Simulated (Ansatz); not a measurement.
Ansatz (an electronic-structure program) run on NiTe2 (P3m1, 3 atoms in the cell): self-consistent single point

Level of theory: PBEsol, default PAW files made with PBE (plane waves; Ansatz).

Input as run:

Ansatz 0.2 input:
```yaml
crystal:
  lattice:
    - [3.886747, 0.000000, 0.000000]
    - [-1.943374, 3.366021, 0.000000]
    - [0.000000, 0.000000, 5.388659]
  atoms:
    - { symbol: Ni, position_ang: [0.000000, 0.000000, 0.050001] }
    - { symbol: Te, position_ang: [-0.000002, 2.244015, 1.303624] }
    - { symbol: Te, position_ang: [1.943375, 1.122006, 4.085035] }
basis:
  ecutwfc: 420.0 eV
kpoints:
  mp_grid: { grid: [10, 10, 6] }
hamiltonian:
  xc: pbesol
  pseudopotentials: { kind: paw }
scf:
  occupations: { method: gaussian, width: 0.1 eV }
output:
  forces: true
  eigenvalues: true
  stress: true
```

Output (repeated stretches shortened):

```
WARN the atoms were moved onto the symmetric positions of the space group found under crystal.symmetry.tolerance 1.0e-5 (fractional …
WARN ansatz: RAYON_NUM_THREADS=1 ignored (pool sized by the plan → 1); use --threads N
Pseudopotentials: kind: paw
Pseudopotential: Ni, paw, valence charge 18
Pseudopotential: Te, paw, valence charge 16
Crystal: 3 atoms, lattice volume = 70.499 Å³
Basis set: ecut = 420 eV, 1399 PW (Γ), exchange–correlation on 54×54×80 points (8 copies of the dense FFT grid, shifted against one another)
Bands: 30, of which v1, the nominal top of the filled ones, is band 25 counted from 1 (24 counted from 0)
Symmetry: 6 space group operations
Space group: P3m1 (ITA 156), of the structure as read, at distance tolerance 4.1e-5 Å
k-points: 72 of 600 (time reversal used)
PAW frozen core: Ni, regenerated for the run's functional, and the local potential with it
PAW frozen core: Te, regenerated for the run's functional, and the local potential with it
Initial density: superposition of atomic densities (neutral atoms: chi_scale 0, normalization atom), corrected by the library's trained network
Initial wavefunctions: pseudopotential atomic-orbital guess
Eigensolver: davidson
Functional: x = pbesol(κ = 0.804, μ = 0.12345679012345678), c = pbesol(β = 0.046)
SCF iter   1: F=—  HF=-19608.724365 eV  |F-HF|=—  |Δ(HF+E_count)|=         —  Δρ=1.73e-2  dr2=1.52e-1  ethr=1.77e-3  ⟨swp⟩=6.0  Hψ=9098  notcnv=0
all-band conjugate gradients solve this SCF's bands
preconditioner: auto → LDOS
SCF iter   2: F=—  HF=-19608.723746 eV  |F-HF|=—  |Δ(HF+E_count)|=   6.19e-4  Δρ=1.45e-2  dr2=8.09e-2  ethr=3.05e-4  ⟨swp⟩=2.0  Hψ=3577  notcnv=0  defer=46
SCF iter   3: F=—  HF=-19608.711600 eV  |F-HF|=—  |Δ(HF+E_count)|=   1.21e-2  Δρ=1.03e-3  dr2=1.02e-3  ethr=1.62e-4  ⟨swp⟩=2.0  Hψ=2856  notcnv=0  defer=46
SCF iter   4: F=—  HF=-19608.711609 eV  |F-HF|=—  |Δ(HF+E_count)|=   9.16e-6  Δρ=3.90e-4  dr2=1.03e-4  ethr=2.04e-6  ⟨swp⟩=2.6  Hψ=3766  notcnv=0  defer=46
SCF iter   5: F=—  HF=-19608.711609 eV  |F-HF|=—  |Δ(HF+E_count)|=   5.88e-7  Δρ=1.64e-4  dr2=1.23e-5  ethr=2.06e-7  ⟨swp⟩=2.0  Hψ=3610  notcnv=0  defer=46
SCF iter   6: F=—  HF=-19608.711601 eV  |F-HF|=—  |Δ(HF+E_count)|=   7.89e-6  Δρ=5.02e-5  dr2=1.44e-6  ethr=2.46e-8  ⟨swp⟩=2.3  Hψ=3646  notcnv=0  defer=46
SCF iter   7: F=-19608.711601 eV  HF=-19608.711601 eV  |F-HF|=2.94e-8  |Δ(HF+E_count)|=   1.30e-7  Δρ=1.05e-5  dr2=7.42e-8  ethr=2.00e-10  ⟨swp⟩=6.2  Hψ=11120  notcnv=0
SCF 1 converged in 7 iterations: F = -19608.711601 eV  dr2 = 7.42e-8
SCF converged after 7 iterations
Free energy (F): -19608.711601 eV
Harris-Foulkes:  -19608.711601 eV  (|F-HF|=2.94e-8)
Internal energy: -19608.701506 eV  (E = F + TS)
E sigma→0 (E₀):  -19608.706553 eV
Entropy (-TS):   -0.010094 eV (-3.365 meV/atom)
Fermi energy:    11.619631 eV
--- Per-component energies (eV) ---
  E_band       = -847.245498
  E_kinetic    = 645.752359
  E_local      = -7249.143094  (includes V_loc(G=0)·N_el)
  E_nonlocal   = 23.295374
  E_hartree    = 3669.991691
  E_xc         = -331.320443
  E_vxc        = -317.838443  (∫ρ·V_xc dr)
  E_paw        = -10767.275348  (= ΣΔE_a)
  E_vpaw       = -1289.288408  (= ΣTr[D̂ρ^β])
  E_aug_tail   = 0.000131  (compensation charges beyond the density's cutoff)
  E_ewald      = -5600.949095
  E_core_change = 0.946919  (= ΣΔE_core)
  E_smearing   = -0.010094  (= −TS)
  E_closure    = 0.000000  (closes the sum)
  Σ components = -19608.711601   (vs F -19608.711601, Δ=0.00e0)
--- Forces (eV/Å), atoms counted from 1 ---
  atom   1  Ni    -0.00000000    -0.00000000    -0.35016058
  atom   2  Te     0.00000000     0.00000000     0.04356908
  atom   3  Te     0.00000000    -0.00000000     0.30659408
  max |Σ_I F_I| component: 2.58e-6 eV/Å
--- Stress (GPa, compression-positive) ---
       -4.003894      -0.000000      -0.000000
        0.000000      -4.003894      -0.000000
       -0.000000      -0.000000      -3.878924
  P = ⅓ Tr σ = -3.9622 GPa (-39.622 kbar)
  The stress holds the Pulay correction. Without it, at fixed plane waves, as pw.x and ABINIT print it: P = -3.9981 GPa
--- Band table (eV; the first three rows and the last of 72) ---
  k-point 0: bands = ["-91.5603", "-52.1350", "-52.1350", "-52.0666", "-25.5620", "-25.5573", "-25.5573", "-25.5384", "-25.5287", "-25.5287", "-25.5224", "-25.5224", "-25.5024", "-25.5024", "-2.0150", "1.1155", "5.7300", "8.0075", "8.0075", [...]
  k-point 1: bands = ["-91.5603", "-52.1350", "-52.1350", "-52.0666", "-25.5620", "-25.5568", "-25.5568", "-25.5384", "-25.5302", "-25.5302", "-25.5216", "-25.5216", "-25.5022", "-25.5022", "-1.9060", "0.7677", "6.2702", "8.0271", "8.0271", [...]
  k-point 2: bands = ["-91.5603", "-52.1350", "-52.1350", "-52.0666", "-25.5619", "-25.5556", "-25.5556", "-25.5384", "-25.5329", "-25.5329", "-25.5206", "-25.5206", "-25.5017", "-25.5017", "-1.6112", "0.0905", "7.4808", "8.0674", "8.0674", [...]
  k-point 71: bands = ["-91.5603", "-52.1354", "-52.1353", "-52.0665", "-25.5608", "-25.5580", "-25.5560", "-25.5328", "-25.5310", "-25.5288", "-25.5215", "-25.5199", "-25.4997", "-25.4982", "0.4173", "0.5665", "6.1540", "6.2746", "6.8190", [...]
```

The run converged in 7 iterations.

The starting cell comes from a database of computed structures (which also holds hypothetical and non-ambient phases and stackings), without a prior relaxation at this level. Its lattice was rescaled by up to half a per cent. One atom was moved a little off its site on purpose. Spin-orbit coupling is off. Spin polarisation is off, so a magnetic state, if there is one, cannot be reached. With a pressure of about -4 GPa the cell is away from its equilibrium volume at this level. Ansatz's pressure includes its estimate of the finite-basis (Pulay) stress.
